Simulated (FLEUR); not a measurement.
Worked example: self-consistent single point of LaCoSi3 (I4mm, 5 atoms in the cell) in FLEUR.

Level of theory: PBEsol, all-electron FLAPW (FLEUR), scalar-relativistic valence in FLEUR.

```
LaCoSi3
1.0
   -2.05600     2.05600     4.75963
    2.05600    -2.05600     4.75963
    2.05600     2.05600    -4.75963
La Co Si
1 1 3
Direct
  0.00496   0.00496   0.00000
  0.66193   0.66193   0.00000
  0.42530   0.42530   0.00000
  0.26141   0.76141   0.50000
  0.76141   0.26141   0.50000
```

Reference input (self-consistent single point, DFT, PBEsol, all-electron FLAPW (FLEUR), scalar-relativistic valence): Kmax = 4.2 1/bohr; GmaxXC = 16.8 1/bohr; xcFunctional = PBEs; jspins = 1; l_soc = F; mode = hist; fermiSmearingEnergy = 0.00367493 Htr; mesh (inpgen div1-3) = 8 8 8; inpgen gamma flag = true; Gmax = 16.8 1/bohr; numbands = 0; maxIterBroyd = 15. This run's input differs from it in these lines:

```diff
@@ -18,3 +18,3 @@
 &exco xctyp='PBEs' /
-&kpt div1=8 div2=8 div3=8 gamma=t /
+&kpt div1=5 div2=5 div3=5 /
 &end /
```

Output (repeated stretches shortened):

```
 Iteration:     1   Distance:      17.17584625 me/bohr^3
 Iteration:     2   Distance:       9.01907300 me/bohr^3
 Iteration:     3   Distance:       7.28012031 me/bohr^3
 Iteration:     4   Distance:      13.12374299 me/bohr^3
 Iteration:     5   Distance:       8.95018111 me/bohr^3
   [... 15 lines left out ...]
 Iteration:    21   Distance:       0.00005096 me/bohr^3
 Iteration:    22   Distance:       0.00002185 me/bohr^3
 Iteration:    23   Distance:       0.00001265 me/bohr^3
 Iteration:    24   Distance:       0.00000297 me/bohr^3
 Reset of history
 Run finished successfully
 Stop message:
   Structural relaxation: new displacements generated

[file out, last iteration]
             iter=     25
[...]
          total density-effective poten   -1.7868673376E+04
          total charge density-energy d   -3.2055474642E+02
 Updated energy parameters for spin:           1
[...]
 fermi energy and band-weighting factors:

[...]
FERMIE:
          first approx. to ef    (T=0)  :   0.438785 htr   (energy of the highest occ. eigenvalue)
          number of occ. states  (T=0)  :        340
          first approx. to seigv (T=0)  :  -5.372538 htr
          sum of weights of occ. states :  19.024000
          sum of semicore charge        :   0.000000 e
FERHIS:  Fermi-Energy by histogram:
          bandgap                     :   0.004112 htr
   [... lines left out ...]
          charge neutrality (T=0)     :   0.048000    (zero if the highest occ. eigenvalue is "entirely" occupied)
     EF_NEWTON:  Adjust Fermi-Energy by Newton-Method.
 Direct bandgap for spin            1 :    1.3917896574361321E-002  Htr
 ---->    free energy=                    -10755.3215174483 htr
   [... lines left out ...]
 TOTAL FORCE FOR ATOM TYPE=  2  X=  0.000   Y=  0.000   Z= -6.081
                       FX_TOT= 0.000000 FY_TOT= 0.000000 FZ_TOT=-0.000412
 TOTAL FORCE FOR ATOM TYPE=  3  X=  0.000   Y=  0.000   Z=  7.651
                       FX_TOT= 0.000000 FY_TOT= 0.000000 FZ_TOT= 0.001657
 TOTAL FORCE FOR ATOM TYPE=  4  X=  0.000   Y=  3.885   Z= -4.292
                       FX_TOT= 0.000000 FY_TOT= 0.000000 FZ_TOT=-0.001295
```

The run converged in 24 iterations. FLEUR gives forces in its relaxation mode, with a further iteration, so its stop message speaks of a relaxation. Against the reference run the free energy drops by 6.1 meV/atom and the largest force hardly changes (0.086 to 0.085 eV/Å).

The starting cell comes from a database of computed structures (which also holds hypothetical and non-ambient phases and stackings), without a prior relaxation at this level. Its lattice was rescaled by a random factor within 2.5 % of one. Spin polarisation is off. Values depend on the basis (sphere radii, cutoffs, local orbitals), which need not be converged. The log's line on a gap gives a spacing of levels on this mesh, which the program prints for metals too.

Cost on one core of a shared machine: roughly 5 min.
